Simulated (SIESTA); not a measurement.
Worked example: relaxation of cell and atoms of F₂ (C2/c, 4 atoms in the cell) in SIESTA.

Method: GGA PBEsol, numerical atomic orbitals DZP, PseudoDojo PBEsol standard norm-conserving potentials (rewritten from UPF to PSML) run with SIESTA 5.4.2.

```
CELL_PARAMETERS angstrom
      2.55632    -1.58403     0.00000
      2.55632     1.58403     0.00000
     -0.56211     0.00000     6.59771
ATOMIC_POSITIONS crystal
  F  0.59583 0.91533 0.59796
  F  0.40417 0.08467 0.40204
  F  0.08467 0.40417 0.90204
  F  0.91533 0.59583 0.09796
```

Reference input (self-consistent single point, DFT, GGA PBEsol, numerical atomic orbitals DZP, PseudoDojo PBEsol standard norm-conserving potentials (rewritten from UPF to PSML)): XC.functional = GGA; XC.authors = PBEsol; potentials = PseudoDojo PBEsol standard; PAO.BasisSize = DZP; PAO.EnergyShift = 0.005 Ry; MeshCutoff = 350 Ry; kgrid.MonkhorstPack = 10 10 4; OccupationFunction = FD; ElectronicTemperature = 10 K; MaxSCFIterations = 150; SCF.Mixer.Method = Pulay; SCF.Mixer.Weight = 0.1. This run's input differs from it in these lines:

```diff
@@ -42,2 +42,7 @@
 Diag.ParallelOverK           true
+MD.TypeOfRun                 Broyden
+MD.Steps                     40
+MD.MaxForceTol               0.02 eV/Ang
+MD.VariableCell              true
+MD.MaxStressTol              0.05 GPa
 WriteForces                  true
```

The program printed (abridged):

```
        iscf     Eharris(eV)        E_KS(eV)     FreeEng(eV)     dDmax    Ef(eV) dHmax(eV)
   scf:    1    -2654.931371    -2661.560541    -2661.560541  0.701538 -6.671123  2.797418
   scf:    2    -2661.965376    -2661.767580    -2661.767580  0.023775 -6.888612  2.341208
   scf:    3    -2662.432538    -2662.199255    -2662.199255  0.102971 -7.947278  0.296710
   scf:    4    -2662.233781    -2662.217231    -2662.217231  0.020008 -7.993404  0.089900
   scf:    5    -2662.219976    -2662.218687    -2662.218687  0.006550 -8.022473  0.024016
   scf:    6    -2662.218888    -2662.218839    -2662.218839  0.003019 -8.026257  0.007299
   scf:    7    -2662.218851    -2662.218846    -2662.218846  0.000588 -8.025686  0.004259
   scf:    8    -2662.218852    -2662.218849    -2662.218849  0.000381 -8.025718  0.000809
   scf:    9    -2662.218850    -2662.218850    -2662.218850  0.000032 -8.025830  0.000169
SCF Convergence by DM+H criterion
max |DM_out - DM_in|         :     0.0000316597
max |H_out - H_in|      (eV) :     0.0001686710
SCF cycle converged after 9 iterations

Using DM_out to compute the final energy and forces

siesta: E_KS(eV) =            -2662.2188

siesta: E_KS - E_eggbox =     -2662.2188

siesta: Atomic forces (eV/Ang):
     1   -0.012299   -0.129267    0.281923
   [... lines left out ...]
siesta: Pressure (static):        -22.00429541  kBar
siesta: Pressure (total):        -22.00429541  kBar
No target stress found, assuming hydrostatic MD.TargetPressure.
Target stress (kBar)
outcell: Cell volume (Ang**3)        :     44.9938
        iscf     Eharris(eV)        E_KS(eV)     FreeEng(eV)     dDmax    Ef(eV) dHmax(eV)
siesta: Pressure (static):          2.95620039  kBar
siesta: Pressure (total):          2.95620039  kBar
outcell: Cell volume (Ang**3)        :     44.9938
siesta: FreeEng =     -2662.341434
   [... lines left out ...]
siesta:      3    0.002164   -0.092189   -0.146579
siesta:      4   -0.002118    0.092220    0.147180
siesta: ----------------------------------------
siesta:    Tot   -0.000009    0.000057    0.000007

siesta: Stress tensor (static) (eV/Ang**3):
siesta:     0.003733    0.000000    0.000165
siesta:     0.000000   -0.002190   -0.000004
siesta:     0.000191   -0.000004   -0.007079

siesta: Constrained stress tensor (static) (eV/Ang**3):
siesta:     0.003733    0.000000    0.000178
siesta:     0.000000   -0.002190   -0.000004
siesta:     0.000178   -0.000004   -0.007079

siesta: Cell volume =         44.993818 Ang**3

siesta: Pressure (static):
siesta:                Solid            Molecule  Units
siesta:           0.00002010          0.00007517  Ry/Bohr**3
siesta:           0.00184512          0.00690192  eV/Ang**3
siesta:           2.95620039         11.05808710  kBar
```

The relaxation ended unconverged. 

The starting cell comes from a database of computed structures (which also holds hypothetical and non-ambient phases and stackings), without a prior relaxation at this level. Values carry the incompleteness of an atom-centred basis.

Cost on one core of a shared machine: roughly 4 min.
